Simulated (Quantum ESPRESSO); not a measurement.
Quantum ESPRESSO is run on SiO2 (I-4c2, 24 atoms in the cell), and the run fails. The aim is a self-consistent single point with DFT, LDA (PZ), plane waves, GBRV 1.5 ultrasoft (LDA) pseudopotentials.

Cell that was meant: a = 8.3333 Å, b = 8.3333 Å, c = 8.3333 Å, α = 105.24°, β = 105.24°, γ = 118.31°.

Part of the input:

```fortran
  ecutwfc = 40
  ecutrho = 200
  occupations = 'smearing'
  smearing = gauss
  degauss = 0.0036749
/
&ELECTRONS
```

Output, abridged:

```
     This program is part of the open-source Quantum ESPRESSO suite
     for quantum simulation of materials; please cite

 %%%%%%%%%%%%%%%%%%%%%%%%%%%%%%%%%%%%%%%%%%%%%%%%%%%%%%%%%%%%%%%%%%%%%%%%%%%%%%
     Error in routine  read_namelists (1):
      bad line in namelist &system: "  degauss = 0.0036749" (error could be in the previous line)
 %%%%%%%%%%%%%%%%%%%%%%%%%%%%%%%%%%%%%%%%%%%%%%%%%%%%%%%%%%%%%%%%%%%%%%%%%%%%%%

     stopping ...
```

Task: Read the log: what does the program object to, and what is the fix?

Result: The fault is a string without quotes in a namelist. Fortran namelists need character values in quotes. To fix it, quote the value. The program stopped before any SCF iteration.

An input that runs soundly differs in these lines (not the only fix; some lines may just follow from the change or write a value another way):
```diff
-  smearing = gauss
+  smearing = 'gauss'
```

With that input, the run converged in 11 iterations: free energy E − TS -8113.1318 eV; top of the valence band (on the code's own zero) -0.75 eV; gap on the k-point mesh 5.47 eV; pressure -0.87 GPa; largest force (vector length) 0.092 eV/Å (DFT, LDA (PZ), plane waves, GBRV 1.5 ultrasoft (LDA) pseudopotentials).

On the sound input: the starting cell comes from a database of computed structures (which also holds hypothetical and non-ambient phases and stackings), without a prior relaxation at this level.
